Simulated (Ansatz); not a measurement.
The parent structure is HfSi2 (space group Cmcm, No. 63; a = 3.6828 Å, b = 14.5980 Å, c = 3.6582 Å). Axes: x, y, z lie along a, b, c of the conventional cell.

Computed with PBE (Ansatz, a first-principles code; PAW; 420 eV plane waves; without spin-orbit coupling).

Strains are applied to the cell and any free atomic positions relax; under biaxial strain the out-of-plane vector relaxes too.

One change was made to it. Results:

```tsv
quantity	base	after
energy relative to the base (free energy F)	0 meV/atom	+3.8 meV/atom
pressure (mean of the normal stresses, compression positive)	0.0 GPa	2.0 GPa
shortest interatomic distance	2.421 Å	2.422 Å
```

Task: Which of these changes matches the shifts?
A) biaxial strain −1.43 %, plane normal [001], relaxed out of plane
B) biaxial strain +2.34 %, plane normal [001], relaxed out of plane
C) biaxial strain −0.91 %, plane normal [001], relaxed out of plane
D) biaxial strain −1.24 %, plane normal [001], relaxed out of plane

Result: D, biaxial strain −1.24 %, plane normal [001], relaxed out of plane. For comparison, the energy relative to the base in the other runs: biaxial strain +2.34 %, plane normal [001], relaxed out of plane gives +13 meV/atom; biaxial strain −1.43 %, plane normal [001], relaxed out of plane gives +5.1 meV/atom; biaxial strain −0.91 %, plane normal [001], relaxed out of plane gives +2.0 meV/atom.

Without a gap, meshes like the base's 13×13×13 leave anisotropic stresses uncertain by several tenths of a GPa, and small strain energies with them. Whether these cells are dynamically stable was not tested. All final runs are without spin polarisation.
